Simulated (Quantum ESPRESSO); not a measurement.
Density of states of AgPPd5 (P4/mmm, 7 atoms in the cell).

```
AgPPd5
1.0
    3.96877     0.00000     0.00000
    0.00000     3.96877     0.00000
    0.00000     0.00000     7.00523
Ag P Pd
1 1 5
Direct
  0.50000   0.50000   0.00000
  0.00000   0.00000   0.50000
  0.00000   0.00000   0.00000
  0.50000   0.00000   0.69953
  0.50000   0.00000   0.30047
  0.00000   0.50000   0.69953
  0.00000   0.50000   0.30047
```

Computed with PBEsol, GBRV 1.5 ultrasoft (PBESOL) pseudopotentials (plane waves; Quantum ESPRESSO).

SCF settings: ecutwfc = 40 Ry; ecutrho = 320 Ry; occupations = smearing; smearing = fermi-dirac; degauss = 0.0073499 Ry; K_POINTS = automatic 5 5 3 0 0 0; conv_thr = 1e-11 Ry. Keys of the DOS step: nscf.calculation = nscf; nscf.verbosity = high; nscf.occupations = tetrahedra_opt; nscf.nbnd = 61; nscf.startingwfc = random; nscf.diago_thr_init = 1e-06; nscf.diagonalization = cg; nscf.K_POINTS = automatic 9 9 6 0 0 0; dos.x.fildos = dos.dat; dos.x.Emin = -15 eV; dos.x.Emax = 30 eV; dos.x.DeltaE = 0.1 eV.

The starting cell comes from a database of computed structures (which also holds hypothetical and non-ambient phases and stackings), without a prior relaxation at this level. Spin polarisation is off.

Total DOS (both spins), as means of the tabulated values in each energy bin; the zero is the program's Fermi level or highest filled level, and the curve is cut to this window:

```
E (eV) | states/eV/cell
    -7.75 |  0.00
    -7.25 |  0.17
    -6.75 | # 0.70
    -6.25 | #### 2.66
    -5.75 | ############## 8.37
    -5.25 | ## 1.47
    -4.75 | ############ 7.33
    -4.25 | ############################## 18.0
    -3.75 | ################ 9.78
    -3.25 | ######################## 14.1
    -2.75 | ###################### 13.1
    -2.25 | ######################## 14.5
    -1.75 | ################# 10.4
    -1.25 | ########################### 16.4
    -0.75 | ################# 10.2
    -0.25 | ########### 6.59
     0.25 | ##### 2.87
     0.75 | ### 2.05
     1.25 | ### 1.79
     1.75 | #### 2.65
     2.25 | ##### 2.72
     2.75 | ### 1.81
```

Around zero the curve holds about 3.3 states/eV/cell.
